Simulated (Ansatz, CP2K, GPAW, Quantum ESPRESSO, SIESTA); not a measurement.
# SnHgF6 (R-3, 8 atoms in the cell) computed with different codes at matched settings

Self-consistent single point.

```
CELL_PARAMETERS angstrom
      2.61490     1.50972     5.09946
     -2.61490     1.50972     5.09946
      0.00000    -3.01943     5.09946
ATOMIC_POSITIONS crystal
  Sn 0.00000 0.00000 0.00000
  Hg 0.50000 0.50000 0.50000
  F  0.06900 0.38652 0.77194
  F  0.93100 0.61348 0.22806
  F  0.77194 0.06900 0.38652
  F  0.22806 0.93100 0.61348
  F  0.38652 0.77194 0.06900
  F  0.61348 0.22806 0.93100
```

Shared settings, as Ansatz (a first-principles code) writes them: kpoints.mp_grid.grid = 5 5 5; scf.occupations.method = fermi_dirac; scf.occupations.width = 0.01 eV. Potentials and cutoffs stand in the table.

```tsv
code	model	pressure (GPa)	largest force (eV/Å)	gap on the mesh (eV)	cutoff
SIESTA	LDA PW92, numerical atomic orbitals DZP, PseudoDojo LDA standard norm-conserving potentials (rewritten from UPF to PSML)	-6.44	0.227	2.865	grid 300 Ry
Quantum ESPRESSO	LDA (PZ), GBRV 1.5 ultrasoft (LDA) pseudopotentials	-3.93	0.167	2.225	40 Ry
GPAW	LDA (Perdew-Wang 92), GPAW PAW datasets LDA (gpaw-data 1.0.1)	–	0.262	2.421	950 eV
CP2K	LDA (Pade form), GPW, DZVP-MOLOPT-SR-GTH basis, GTH-PADE potentials (GTH_POTENTIALS)	-3.80	0.179	2.270	grid 550 Ry
Ansatz	LDA (PW92), PAW files made with PBE	-4.66	0.199	2.317	420 eV
```

A dash marks a value that a program does not give, or that is left out as unsure.

Gaps are read on the mesh.

On Ansatz's run: spin-orbit coupling is off.

The spread over the programs that give each value: pressure within 2.64 GPa; largest force within 0.095 eV/Å; gap on the mesh within 0.640 eV.

SIESTA and CP2K use small atom-centred bases, whose incompleteness enters pressures, forces and empty levels differently from a plane-wave cutoff. Ansatz's pressure is given at a fixed set of plane waves, as the other plane-wave codes print theirs; with its correction for the finite basis it is -4.12 GPa (the shift of 0.54 GPa shows how far the cutoff is from converged). The pressure of GPAW is left out: its cutoff lies under the one at which its stress was checked. The same LDA comes in different parametrisations, which differ slightly. In the pressure, SIESTA (by 2.14) lies more than 1 GPa from the median of the plane-wave programs. In the gap, SIESTA (by 0.548) lies more than 0.12 eV from the median of the plane-wave programs. In the force vectors, SIESTA (by 0.297), GPAW (by 0.138) and CP2K (by 0.129) lie more than 0.08 eV/Å from the median of the plane-wave programs.

The starting cell comes from a database of computed structures (which also holds hypothetical and non-ambient phases and stackings), without a prior relaxation at this level.

Keys are those of Ansatz 0.2.
